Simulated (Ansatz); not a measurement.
Levels about the gap of amorphous In₉Ga₉Zn₉O₃₉W (67 atoms in a cell of 851 Å³, 5.97 g/cm³; zone centre alone, so wide bands show as single levels with stretches between that a denser mesh fills), at the geometry that PBE relaxed, where it gives 0.7 GPa on a denser mesh. The participation number counts the atoms over which a state spreads; weights are charges in smoothed Voronoi cells. The levels come from a single point, so bond lengths are those of that geometry. Method of the levels: PBE, scalar-relativistic without spin-orbit coupling (Ansatz, an electronic-structure program). Sampling: the zone centre alone; Fermi-Dirac width 0.02 eV; no spin polarisation. At PBE the levels at the filled edge of the gap are localised (band-tail or defect states), and the nearest spread-out levels lie 1.2 eV apart at the zone centre.

It comes from a melt-quench run on a machine-learned potential (CHGNet), relaxed afterwards by DFT. O atoms were pushed apart under 1.9 Å during the dynamics, to hinder bonds among them. The hot cell started wider than the set density and was brought back towards it in steps. It is the lowest in DFT energy of 2 quenches. It is a model cell: composition and starting density were chosen by hand, and all elements were melted together. No dispersion term was used. Its density started from a set value of 5.97 and ended at 5.97 g/cm³. Cooling (nominally 320 K/ps over its main leg) ran many orders faster than in experiment, which tends to leave more defects and strain. A cell of this size samples the disorder only roughly. The volume was held where the preparation left it and the shape relaxed, at a PBE pressure of 0.7 GPa. Stress components on the final sampling reach 0.8 GPa.

```json
[
 {"E - E(highest filled), eV": "-0.45", "filling": "filled", "participation number": "15.6", "largest on": "O, 3 neighbours", "weight O": "0.88", "weight W": "0.00", "weight In": "0.02", "weight Zn": "0.08"},
 {"E - E(highest filled), eV": "-0.41", "filling": "filled", "participation number": "12.2", "largest on": "O, 3 neighbours", "weight O": "0.89", "weight W": "0.00", "weight In": "0.02", "weight Zn": "0.07"},
 {"E - E(highest filled), eV": "-0.38", "filling": "filled", "participation number": "20.5", "largest on": "O, 3 neighbours", "weight O": "0.84", "weight W": "0.00", "weight In": "0.01", "weight Zn": "0.13"},
 {"E - E(highest filled), eV": "-0.31", "filling": "filled", "participation number": "10.4", "largest on": "O, 4 neighbours", "weight O": "0.77", "weight W": "0.00", "weight In": "0.02", "weight Zn": "0.20"},
 {"E - E(highest filled), eV": "-0.27", "filling": "filled", "participation number": "18.2", "largest on": "O, 4 neighbours", "weight O": "0.85", "weight W": "0.00", "weight In": "0.02", "weight Zn": "0.11"},
 {"E - E(highest filled), eV": "-0.18", "filling": "filled", "participation number": "9.8", "largest on": "O, 4 neighbours", "weight O": "0.83", "weight W": "0.00", "weight In": "0.02", "weight Zn": "0.13"},
 {"E - E(highest filled), eV": "0.00", "filling": "filled", "participation number": "7.9", "largest on": "O, 4 neighbours", "weight O": "0.83", "weight W": "0.00", "weight In": "0.01", "weight Zn": "0.15"},
 {"E - E(highest filled), eV": "0.95", "filling": "empty", "participation number": "59.8", "largest on": "In, 5 neighbours", "weight O": "0.52", "weight W": "0.01", "weight In": "0.22", "weight Zn": "0.13"},
 {"E - E(highest filled), eV": "2.40", "filling": "empty", "participation number": "5.0", "largest on": "W, 6 neighbours", "weight O": "0.40", "weight W": "0.43", "weight In": "0.10", "weight Zn": "0.05"},
 {"E - E(highest filled), eV": "2.68", "filling": "empty", "participation number": "3.9", "largest on": "W, 6 neighbours", "weight O": "0.40", "weight W": "0.49", "weight In": "0.05", "weight Zn": "0.04"},
 {"E - E(highest filled), eV": "3.06", "filling": "empty", "participation number": "3.7", "largest on": "W, 6 neighbours", "weight O": "0.42", "weight W": "0.50", "weight In": "0.04", "weight Zn": "0.03"},
 {"E - E(highest filled), eV": "3.46", "filling": "empty", "participation number": "20.8", "largest on": "In, 5 neighbours", "weight O": "0.56", "weight W": "0.07", "weight In": "0.27", "weight Zn": "0.05"},
 {"E - E(highest filled), eV": "3.71", "filling": "empty", "participation number": "38.4", "largest on": "In, 6 neighbours", "weight O": "0.57", "weight W": "0.05", "weight In": "0.23", "weight Zn": "0.08"},
 {"E - E(highest filled), eV": "3.76", "filling": "empty", "participation number": "30.7", "largest on": "In, 4 neighbours", "weight O": "0.60", "weight W": "0.02", "weight In": "0.29", "weight Zn": "0.05"}
]
```

Most localised among these is the empty level at +3.06 eV, on a W atom, which has 6 neighbours (O 1.88 Å, O 1.88 Å, O 1.91 Å, O 1.96 Å, O 1.97 Å, O 2.04 Å).
